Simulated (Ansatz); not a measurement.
The starting structures come from a database of crystals and need not be the phases stable at ambient conditions.

Tunnelling through a barrier is set by its complex band structure: the current falls as exp(−2κd) with the smallest κ.

Consider the following.

```xyz
10
Lattice="4.2731 0.0000 0.0000 1.5289 8.5433 0.0000 0.0000 0.0000 3.4371" Properties=species:S:1:pos:R:3 pbc="T T T"
Hf     4.7346     7.6360     2.5778
Hf     1.0675     0.9073     0.8593
Hf     3.1754     2.8132     2.5778
Hf     2.6266     5.7301     0.8593
N      4.6880     6.4169     0.8593
N      1.1140     2.1264     2.5778
N      3.2083     0.8303     0.8593
N      2.5937     7.7130     2.5778
O      2.1919     4.7921     2.5778
O      3.6101     3.7512     0.8593
```

Space group of this cell: P2_1/m. The cell is taken as given; by r2SCAN its mean pressure is -2.8 GPa.

Transport runs along the normal of the first two printed cell vectors.

The gap is the functional's own. No spin-orbit coupling. Mid-gap values are interpolated on the energy grid.

Problem. Give the band gap and the smallest decay constant κ at mid-gap that Ansatz (a first-principles code) with r2SCAN yields.

Solution. Gap 1.57 eV on a 8×4×10 mesh; κ = 0.224 1/Å, at the zone centre.
